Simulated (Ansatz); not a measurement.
Sb2TeO2 (model structure, started from the La2SO2 type, P-3m1, No. 164, 5 atoms in the cell) was calculated with PBE (Ansatz, an electronic-structure program, PAW).

Numerical settings: plane-wave cutoff 520 eV, 18×18×10 k mesh (along the axes of the cell as run), Fermi–Dirac smearing 0.05 eV, scalar-relativistic PAW data made under PBE.

Cell (relaxed at this level):

```xyz
5
Lattice="4.0408 0.0000 0.0000 -2.0204 3.4995 0.0000 0.0000 0.0000 7.1209" Properties=species:S:1:pos:R:3 pbc="T T T"
Sb     2.0204     1.1665     5.7092
Sb     0.0000     2.3330     1.4117
Te     0.0000     0.0000     3.5604
O      2.0204     1.1665     0.7607
O      0.0000     2.3330     6.3602
```

Q: Predict the band gap, direct gap at Γ and bulk modulus B0.

A: 
- band gap = 0.14 eV (under three smearing widths, so not firm)
- direct gap at Γ = 2.16 eV
- bulk modulus B0 = 71.4 GPa

Note: the bulk modulus is −V dP/dV from two relaxed cells at ±2 % in volume; the relaxation could raise the start's symmetry but not lower it, so the cell can be a saddle point.

Spin–orbit coupling is not included; it can close the smallest gap of 0.14 eV.

Static lattice: no zero-point or thermal effects.

Computing time: very roughly 12 core-minutes.

A model structure was made by putting elements into a prototype or built by hand; it is no filed structure, need not be a known phase, and can be a saddle point held by its symmetry.
